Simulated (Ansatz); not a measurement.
An Ansatz (a quantum-chemistry and plane-wave program) input (Kohn–Sham DFT with the PBE functional, run in Ansatz with PAW and 420 eV plane waves, scalar-relativistic without spin-orbit coupling):

Ansatz 0.2 input:
```yaml
crystal:
  lattice:
    - [0, 2.7079850589, 2.7079850589]
    - [2.7079850589, 0, 2.7079850589]
    - [2.7079850589, 2.7079850589, 0]
  atoms:
    - { symbol: Ca, position: [0, 0, 0] }
basis: { ecutwfc: 420, ecutrho_ratio: 4, xc_grid: 2, fft_grid_basis: typed }
kpoints: { mp_grid: { grid: [21, 21, 21] } }
hamiltonian:
  xc: pbe
  dispersion: none
  pseudopotentials: { kind: paw }
scf: { occupations: { method: fermi_dirac, width: 0.1 }, convergence: { dr2_threshold: 0.0000000001 } }
relax: { f_tol: 0.005, max_steps: 50 }
output: { forces: true, stress: true }
checkpoint: { write: state.ck, write_every: 1000 }
```

**Question.** Which symmetry and how many k-points will the program report, and about how many plane waves at Γ?

**Answer.** Space group Fm-3m (ITA 225) with 48 operations, k-points 286 of 9261, and 749 plane waves at Γ.

**Question.** And the final pressure?

**Answer.** 1.18 GPa (compression positive).

The cells carry an imposed strain or load. Stability against distortions was not tested. The cell was made from Ca in the fcc (Cu type) structure (space group Fm-3m, No. 225) by this change: isotropic strain −2.00 %.
